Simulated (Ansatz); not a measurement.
The starting structures come from a database of crystals and need not be the phases stable at ambient conditions.

By PBEsol, the system below comes out a metal.

A figure of merit of an interconnect metal is its ballistic conductance per area.

Given:

```yaml
crystal:
  lattice:
    - [3.23373, 0.00000, 0.00000]
    - [0.00000, 3.23373, 0.00000]
    - [1.61686, -1.61686, 1.58516]
  atoms:
    - { symbol: W, position: [0.00000, 0.00000, 0.00000] }
```

Space group of this cell: I4/mmm. The cell is strained (lengths across the current scaled by 1.02, ions clamped); by PBEsol its mean pressure is -15.8 GPa.

The current flows along the normal of the first two printed cell vectors, the (001) (indices of the unstrained crystal) plane of the conventional cell. No spin-orbit coupling; the value is a mean over 0.1 eV about the Fermi level.

Compute, with Ansatz (an electronic-structure program) with PBEsol, the ballistic conductance per area.

0.92 × 10¹⁵ S/m² for both spins.
